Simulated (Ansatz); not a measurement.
**KHg2 (space group Imma, No. 74)**

```yaml
crystal:
  lattice:
    - [-2.57076, 4.01250, 4.37893]
    - [2.57076, -4.01250, 4.37893]
    - [2.57076, 4.01250, -4.37893]
  atoms:
    - { symbol: K, position: [0.69669, 0.94669, 0.75000] }
    - { symbol: K, position: [0.30331, 0.05331, 0.25000] }
    - { symbol: Hg, position: [0.27646, 0.33747, 0.93899] }
    - { symbol: Hg, position: [0.72354, 0.66253, 0.06101] }
    - { symbol: Hg, position: [0.89848, 0.33747, 0.56101] }
    - { symbol: Hg, position: [0.10152, 0.66253, 0.43899] }
```

Computed with plane-wave PAW DFT at the PBEsol level (Ansatz, a program for electronic structure, 420 eV), scalar-relativistic without spin-orbit coupling. Settings: 11×11×11 k-points, 0.05 eV Fermi–Dirac smearing.

The volume per atom comes out as 30.11 Å³ and the density is 8.09 g/cm³. The band gap is zero and the total energy is -9617.615 eV/atom (σ→0; compares only within this code and set-up).

Stability against distortions was not tested.
